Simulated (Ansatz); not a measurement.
Faces of rock-salt HfN in 1x1 cells, as slabs relaxed from ideal cuts; for each face the lowest of the symmetric, stoichiometric cuts and spin starts that were computed. The slabs keep the symmetry of their cuts; real faces may buckle, or reconstruct in larger cells. No spin-orbit coupling, no Hubbard U.

Calculation: PBE (plane waves to 420 eV, PAW; Ansatz, an electronic-structure program).

```
face   cell area (Å²)  outermost plane spacing of the ideal cut (Å)  γ unrelaxed (J/m²)  γ relaxed (J/m²)  work function, top face (eV)
-----  --------------  --------------------------------------------  ------------------  ----------------  ----------------------------
(110)           14.62                                          1.61                2.78              2.60                          3.67
(210)           23.12                                          1.02                2.41               [?]                          2.89
(211)           25.33                                          0.93                3.23              2.28                          3.98
(221)           31.02                                          0.76                3.36               [?]                           [?]
```

Q: Some entries are withheld; supply them.

A: 
- (210), γ relaxed (J/m²): 2.09
- (221), γ relaxed (J/m²): 2.36
- (221), work function, top face (eV): 4.18
